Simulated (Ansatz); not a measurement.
Lattice thermal conductivity of GaP (zinc blende, F-43m) at 300 K from the phonon Boltzmann equation with three-phonon and isotope scattering in Ansatz (plane waves, PAW). Reference run: PBEsol, third-order constants from a 54-atom supercell out to 5.0 Å, harmonic mesh 6×6×6, k mesh 6×6×6, scattering mesh 17×17×17. Dynamical quadrupoles are not included in the interpolation of the phonons between the solved wave vectors. Unless called populations, κ holds the coherence term between modes besides the Boltzmann populations.

| run | highest ν (THz) | κ (W/m/K) |
|---|---|---|
| PBEsol, reference | 11.66 | 130 |
| LDA | 11.85 | 140 |
| PBE | 11.37 | 110 |
| r2SCAN | 11.89 | (withheld) |

Task: Complete the blanks.

Result: 
- r2SCAN, κ (W/m/K): 130

The PAW data sets were generated under PBE and serve the other functionals too.

Ansatz is a program for electronic structure.
